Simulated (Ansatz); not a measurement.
An Ansatz (a first-principles code) input (PBE-D3(BJ) (Ansatz), no SOC):

Ansatz 0.2 input:
```yaml
crystal:
  lattice:
    - [3.496637494, 0, 0]
    - [-1.748318747, 3.0281768976, 0]
    - [0, 0, 13.9424620646]
  atoms:
    - { symbol: Te, position: [0.6666666667, 0.3333333333, 0.3826779757] }
    - { symbol: Te, position: [0.3333333333, 0.6666666667, 0.8826779757] }
    - { symbol: Te, position: [0.3333333333, 0.6666666667, 0.6173220243] }
    - { symbol: Te, position: [0.6666666667, 0.3333333333, 0.1173220243] }
    - { symbol: Mo, position: [0.6666666667, 0.3333333333, 0.75] }
    - { symbol: Mo, position: [0.3333333333, 0.6666666667, 0.25] }
basis: { ecutwfc: 420, ecutrho_ratio: 4, xc_grid: 2, fft_grid_basis: typed }
kpoints: { mp_grid: { grid: [11, 11, 3] } }
hamiltonian:
  xc: pbe
  dispersion: d3bj
  pseudopotentials: { kind: paw }
scf: { occupations: { method: fermi_dirac, width: 0.05 }, convergence: { dr2_threshold: 0.0000000006 } }
relax: { f_tol: 0.005, max_steps: 50 }
output: { forces: true, stress: true }
checkpoint: { write: state.ck, write_every: 1000 }
```

Which symmetry and how many k-points will the program report, and about how many plane waves at Γ?

Space group P63/mmc (ITA 194) with 24 operations, k-points 32 of 363, and 2837 plane waves at Γ.

And the final pressure?

-0.49 GPa (compression positive).

The cells carry an imposed strain or load. No phonon test of stability was made. The cell was made from MoTe2 (space group P6_3/mmc, No. 194; layered, stacked along the Cartesian z axis) by this change: uniaxial strain ε_zz = +1.80 %.
